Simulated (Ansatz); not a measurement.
For K₃GaF₆ (Fm-3m, No. 225; start COD 2108655), LDA in Ansatz (PAW) gives:

```
Quantity                             Result
-----------------------------  ------------
lattice constant a                  8.505 Å
bulk modulus B0                    52.6 GPa
cohesive energy                4.66 eV/atom
band gap at the measured cell       5.87 eV
```

Q: What does r²SCAN (plane waves, PAW; Ansatz, an electronic-structure program) give for the same quantities?

A: 
- lattice constant a: 8.695 Å (increases by 2.2 %)
- bulk modulus: 44.5 GPa (falls by 15 %)
- cohesive energy: 4.10 eV/atom (shrinks by 0.56 eV/atom)
- band gap at the measured cell: 7.04 eV (rises by 1.17 eV)

Changes are worked out from the printed values.

Unless a cell is named, each level is at its own relaxed cell (LDA 15.38, r²SCAN 16.43 Å³/atom).

Spin–orbit coupling is included only where a level's name says +SOC; with heavier elements it mostly lowers gaps and can invert bands. Density-functional gaps are differences of (generalised) Kohn–Sham levels.

Caveats: the bulk modulus is −V dP/dV from two relaxed cells at ±2 % in volume (LDA, r²SCAN); the relaxation could not lower the start's symmetry, so the cell can be a saddle point above a distorted one (LDA, r²SCAN). Ansatz's density-functional and Hartree–Fock values are scalar-relativistic unless marked +SOC, with PAW data made under PBE.
